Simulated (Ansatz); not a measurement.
For HfSi (model structure, from the rocksalt type, Fm-3m, No. 225), PBE-D3(BJ) (Ansatz, a first-principles code, PAW) gives:

```
Item                        Result
------------------  --------------
lattice constant a         5.300 Å
formation enthalpy  -0.607 eV/atom
```

**Question.** What does r²SCAN in Ansatz (PAW) give for the same quantities?

**Answer.** 
- lattice constant a: 5.345 Å (grows by 0.8 %)
- formation enthalpy: -0.605 eV/atom (moves by +0.002 eV/atom)

Changes are worked out from the printed values.

Unless a cell is named, each level is at its own relaxed cell (PBE-D3(BJ) 18.61, r²SCAN 19.09 Å³/atom).

Levels without +SOC leave out spin–orbit coupling, which shifts energies and cells of such heavy elements.

Ansatz's density-functional and Hartree–Fock values are scalar-relativistic unless marked +SOC, with PAW data made under PBE.

A model structure was made by putting elements into a prototype or built by hand; it is no filed structure, need not be a known phase, and can be a saddle point held by its symmetry.
